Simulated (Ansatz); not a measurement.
The structure below was relaxed with PBEsol in Ansatz (plane waves to 420 eV, PAW, without spin-orbit coupling), earlier PAW set.

Space group Pm-3m (No. 221); a = 3.3445 Å, b = 3.3445 Å, c = 3.3445 Å, α = 90.00°, β = 90.00°, γ = 90.00°

```tsv
atom	site	symmetry	x	y	z
Bi	1a	m-3m	0.0000	0.0000	0.0000
Ru	1b	m-3m	0.5000	0.5000	0.5000
```

### Question
Write out a cell with all atoms.

### Answer
```cif
data_BiRu
_chemical_formula_sum 'Bi1 Ru1'
_space_group_name_H-M_alt 'P 1'
_space_group_IT_number 1
_cell_length_a 3.34452
_cell_length_b 3.34452
_cell_length_c 3.34452
_cell_angle_alpha 90.000
_cell_angle_beta 90.000
_cell_angle_gamma 90.000
loop_
_space_group_symop_operation_xyz
  'x, y, z'
loop_
_atom_site_label
_atom_site_type_symbol
_atom_site_fract_x
_atom_site_fract_y
_atom_site_fract_z
_atom_site_occupancy
Bi1 Bi 0.00000 0.00000 0.00000 1
Ru1 Ru 0.50000 0.50000 0.50000 1
```
This is the conventional cell.

Whether these cells are dynamically stable was not tested. All final runs are without spin polarisation. An odd electron count without spin: BiRu. The cell was made from AlRu by this change: Al → Bi; the result is a hypothetical phase, not in the database extracts checked. BiRu has a high density of states at the Fermi level and may be magnetic at this level.

Ansatz is a first-principles code.
